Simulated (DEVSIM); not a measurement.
System: illuminated Si n-on-p cell, one wavelength, with a back-surface field, at 300 K.

| layer (left to right) | material | thickness (μm) | Nd (cm⁻³) | Na (cm⁻³) | τn (s) | τp (s) | absorption coefficient (cm⁻¹) |
|---|---|---|---|---|---|---|---|
| 1 | Si | 0.270 | 1.2e18 | - | 2.8e-6 | 5.5e-7 | 170 |
| 2 | Si | 100 | - | 2.4e16 | 5.5e-5 | 5.5e-5 | 170 |
| 3 | Si | 1.90 | - | 7.2e18 | 5.5e-5 | 5.5e-5 | 170 |

Left contact: ohmic, minority hole recombination velocity 1000 cm/s. Right contact: ohmic, minority electron recombination velocity 90000 cm/s. Voltage is applied to the left contact. Recombination: SRH at mid-gap, radiative, Auger. Light enters at the left, 3e16 photons cm⁻² s⁻¹, one pass, no reflection. Mobility is μmin + (μ − μmin)/(1 + (N/Nref)^α).

Constants are typed, rounded textbook-type inputs, not results; the design itself was drawn at random and stands for no fabricated device. Values at 300 K.

| parameter | Si |
|---|---|
| gap (eV) | 1.124 |
| affinity (eV) | 4.05 |
| permittivity | 11.7 |
| Nc (cm⁻³) | 2.86e19 |
| Nv (cm⁻³) | 3.1e19 |
| μn (cm²/Vs) | 1417 |
| μp (cm²/Vs) | 470 |
| μn,min | 52 |
| μp,min | 45 |
| Nref,n | 9.7e16 |
| Nref,p | 2.2e17 |
| αn | 0.68 |
| αp | 0.72 |
| B (cm³/s) | 4.7e-15 |
| Cn (cm⁶/s) | 2.8e-31 |
| Cp (cm⁶/s) | 9.9e-32 |

Model (solved in DEVSIM): 1D drift-diffusion, Boltzmann statistics, complete ionisation; no tunnelling, impact ionisation, image-force lowering or self-heating.

The photon flux was swept, all else fixed.

```csv
photon flux (cm^-2 s^-1),open-circuit voltage (V),fill factor,largest power (mW/cm²),short-circuit current (mA/cm²)
9e14,0.523,0.81,0.0488,0.116
3e15,0.554,0.82,0.175,0.386
9e15,0.582,0.82,0.554,1.16
3e16,0.614,0.83,1.97,3.86
9e16,0.642,0.83,6.21,11.6
3e17,0.675,0.84,21.9,38.6
9e17,…,0.84,68.7,…
```

### Question
What belongs in the gaps?

### Answer

- 9e17, open-circuit voltage (V): 0.706
- 9e17, short-circuit current (mA/cm²): 116
